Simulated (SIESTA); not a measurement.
# Input and output of a self-consistent single point for Hf (P6_3/mmc, 2 atoms in the cell) (SIESTA)

Method of the run: GGA PBE, numerical atomic orbitals DZP, PseudoDojo PBE standard norm-conserving potentials (rewritten from UPF to PSML) (SIESTA).

Input:

```
# files in the folder: Hf.psml (PseudoDojo PBE standard)
SystemName  Hf
SystemLabel hf

NumberOfAtoms                2
NumberOfSpecies              1
%block ChemicalSpeciesLabel
  1 72 Hf
%endblock ChemicalSpeciesLabel
LatticeConstant              1.0 Bohr
%block LatticeVectors
     6.164840308    0.000000000    0.000000000
    -3.082421099    5.338909049    0.000000000
     0.000000000    0.000000000    9.742532168
%endblock LatticeVectors
AtomicCoordinatesFormat      Bohr
%block AtomicCoordinatesAndAtomicSpecies
    -0.000003712    3.559274479    2.435633042  1
     3.082422922    1.779634570    7.306899126  1
%endblock AtomicCoordinatesAndAtomicSpecies

XC.functional                GGA
XC.authors                   PBE
PAO.BasisSize                DZP
PAO.EnergyShift              0.01 Ry
MeshCutoff                   350 Ry
%block kgrid.MonkhorstPack
   12   0   0  0.0
    0  12   0  0.0
    0   0   7  0.0
%endblock kgrid.MonkhorstPack
OccupationFunction           FD
ElectronicTemperature        100.0 meV

MaxSCFIterations             150
SCF.Mixer.Method             Broyden
SCF.Mixer.Weight             0.25
SCF.Mixer.History            6
SCF.DM.Tolerance             1.0E-05
Diag.ParallelOverK           true
WriteForces                  true
```

Output (repeated stretches shortened):

```
reinit: Reading from file input.fdf

reinit: System Name: Hf
reinit: System Label: hf

coor:   Atomic-coordinates input format  =     Cartesian coordinates
coor:                                            (in Bohr units)

siesta: Atomic coordinates (Bohr) and species
siesta:     -0.00000   3.55927   2.43563  1        1
siesta:      3.08242   1.77963   7.30690  1        2

siesta: System type = bulk

initatomlists: Number of atoms, orbitals, and projectors:      2    38    64

siesta: ******************** Simulation parameters ****************************
redata: Spin configuration                          = none
redata: Time-Reversal Symmetry                      = T
redata: Number of Atomic Species                    =        1
redata: Mesh Cutoff                                 =   350.0000 Ry
redata: Net charge of the system                    =     0.0000 |e|
redata: Min. number of SCF Iter                     =        0
redata: Max. number of SCF Iter                     =      150
redata: SCF convergence failure will abort job
redata: SCF mix quantity                            = Hamiltonian
redata: Mix DM or H after convergence               =   F
redata: Recompute H after scf cycle                 =   F
redata: Mix DM in first SCF step                    =   T
redata: No kicks to SCF
redata: DM Mixing Weight for Kicks                  =     0.5000
redata: Require Harris convergence for SCF          =   F
redata: Harris energy tolerance for SCF             =     0.000100 eV
redata: Require DM convergence for SCF              =   T
redata: DM tolerance for SCF                        =     0.000010
redata: Require EDM convergence for SCF             =   F
redata: EDM tolerance for SCF                       =     0.001000 eV
redata: Require H convergence for SCF               =   T
redata: Hamiltonian tolerance for SCF               =     0.001000 eV
redata: Require (free) Energy convergence for SCF   =   F
redata: (free) Energy tolerance for SCF             =     0.000100 eV
redata: Using DFT-D3 dispersion                     =   F
redata: Using Saved Data (generic)                  =   F
redata: Method of Calculation                       = Diagonalization
redata: Electronic Temperature                      =  1160.4518 K
redata: Number of TDED substeps                     =        3
redata: Dynamics option                             = Single-point calculation
redata: Save all siesta data in one NC              =   F
redata: ***********************************************************************

%block SCF.Mixers
  Broyden
%endblock SCF.Mixers

%block SCF.Mixer.Broyden
  # Mixing method
  method broyden

  # Mixing options
  weight 0.2500
  weight.linear 0.2500
  weight.prime 0.2500
  history 6
%endblock SCF.Mixer.Broyden

DM_history_depth set to one: no extrapolation allowed by default for geometry relaxation
Size of DM history Fstack: 1
Total number of electrons:    24.000000
Total ionic charge:    24.000000

* ProcessorY, Blocksize:    1  39

* Orbital distribution balance (max,min):    38    38

k-point displ. along   1 input, could be:     0.00    0.50
k-point displ. along   2 input, could be:     0.00    0.50
 Kpoints in:          576 . Kpoints trimmed:          516

siesta: k-grid: Number of k-points = 516
siesta: k-points from Monkhorst-Pack grid
siesta: k-cutoff (effective) =    18.044 Ang
siesta: k-point supercell and displacements
siesta: k-grid:    12     0     0      0.000
siesta: k-grid:     0    12     0      0.000
siesta: k-grid:     0     0     7      0.000

diag: Algorithm                                     = D&C
diag: Parallel over k                               =   F
diag: Use parallel 2D distribution                  =   F
diag: Parallel block-size                           = 39
diag: Parallel distribution                         =     1 x     1
diag: Used triangular part                          = Lower
diag: Absolute tolerance                            =  0.100E-15
diag: Orthogonalization factor                      =  0.100E-05
diag: Memory factor                                 =  1.0000

superc: Internal auxiliary supercell:     5 x     5 x     3  =      75
superc: Number of atoms, orbitals, and projectors:    150   2850   4800

                        Single-point calculation

superc: Internal auxiliary supercell:     5 x     5 x     3  =      75
superc: Number of atoms, orbitals, and projectors:    150   2850   4800

outcell: Unit cell vectors (Ang):
        3.262293    0.000000    0.000000
       -1.631147    2.825229    0.000000
        0.000000    0.000000    5.155526

outcell: Cell vector modules (Ang)   :    3.262293    3.262294    5.155526
outcell: Cell angles (23,13,12) (deg):     90.0000     90.0000    120.0000
outcell: Cell volume (Ang**3)        :     47.5171
new_DM -- step:     1
Initializing Density Matrix...

Attempting to read DM from file... Failed...
DM filled with atomic data:

InitMesh: MESH = 32 x 32 x 60 = 61440
InitMesh: Mesh cutoff (required, used) =   350.000   354.564 Ry

stepf: Fermi-Dirac step function

        iscf     Eharris(eV)        E_KS(eV)     FreeEng(eV)     dDmax    Ef(eV) dHmax(eV)
   scf:    1    -3067.235751    -3067.929602    -3067.977798  1.005709 -2.715019  4.571579
   scf:    2    -3068.750134    -3068.354805    -3068.406347  0.077076 -2.906382  2.922875
   scf:    3    -3068.834370    -3068.642992    -3068.701506  0.127020 -3.269647  0.017513
   scf:    4    -3068.643488    -3068.643246    -3068.701660  0.001153 -3.269064  0.013266
   scf:    5    -3068.643650    -3068.643456    -3068.701756  0.003042 -3.271770  0.012107
   scf:    6    -3068.643465    -3068.643461    -3068.701761  0.001151 -3.274097  0.003718
   [... 5 lines left out ...]
   scf:   12    -3068.643472    -3068.643471    -3068.701762  0.000031 -3.275745  0.000205
   scf:   13    -3068.643472    -3068.643471    -3068.701762  0.000021 -3.275784  0.000146
   scf:   14    -3068.643473    -3068.643472    -3068.701762  0.000014 -3.275811  0.000106
   scf:   15    -3068.643473    -3068.643472    -3068.701762  0.000011 -3.275832  0.000079
   scf:   16    -3068.643473    -3068.643473    -3068.701762  0.000008 -3.275847  0.000060

SCF Convergence by DM+H criterion
max |DM_out - DM_in|         :     0.0000079278
max |H_out - H_in|      (eV) :     0.0000602904
SCF cycle converged after 16 iterations

Using DM_out to compute the final energy and forces

siesta: E_KS(eV) =            -3068.6435

siesta: E_KS - E_eggbox =     -3068.6435

siesta: Atomic forces (eV/Ang):
     1    0.000033   -0.000018    0.000000
     2   -0.000033    0.000018    0.000000
   Tot   -0.000000   -0.000000    0.000000
   Max    0.000033
   Res    0.000022    sqrt( Sum f_i^2 / 3N )
   Max    0.000033    constrained

Stress tensor Voigt[x,y,z,yz,xz,xy] (kbar):       79.07       79.12       77.33        0.00       -0.00        0.05
(Free)E + p*V (eV/cell)    -3071.0301
Target enthalpy (eV/cell)    -3068.7018

siesta: Program's energy decomposition (eV):
siesta: Ebs     =      -714.030248
siesta: Eions   =      3795.645858
siesta: Ena     =       527.807372
siesta: Ekin    =       779.737020
siesta: Enl     =       146.852592
siesta: Eso     =         0.000000
siesta: Edftu   =         0.000000
siesta: DEna    =        43.845742
siesta: DUscf   =         1.573462
siesta: DUext   =         0.000000
siesta: Ex      =      -719.815714
siesta: Ec      =       -52.998088
siesta: Exc     =      -772.813802
siesta: Eharris =     -3068.643473
siesta: Etot    =     -3068.643473
siesta: FreeEng =     -3068.701762

siesta: Stress tensor (static) (eV/Ang**3):
siesta:     0.049350    0.000030   -0.000000
siesta:     0.000030    0.049385    0.000000
siesta:    -0.000000    0.000000    0.048266

siesta: Cell volume =         47.517064 Ang**3

siesta: Pressure (static):
siesta:                Solid            Molecule  Units
siesta:          -0.00053368         -0.00053368  Ry/Bohr**3
siesta:          -0.04900054         -0.04900004  eV/Ang**3
siesta:         -78.50752594        -78.50672062  kBar
```

The run converged in 16 iterations.

The starting cell comes from a database of computed structures (which also holds hypothetical and non-ambient phases and stackings), without a prior relaxation at this level. Its lattice was rescaled by a random factor within 2.5 % of one. Values carry the incompleteness of an atom-centred basis. With a pressure of about -8 GPa the cell is away from its equilibrium volume at this level.

Cost on one core of a shared machine: roughly 60 s.
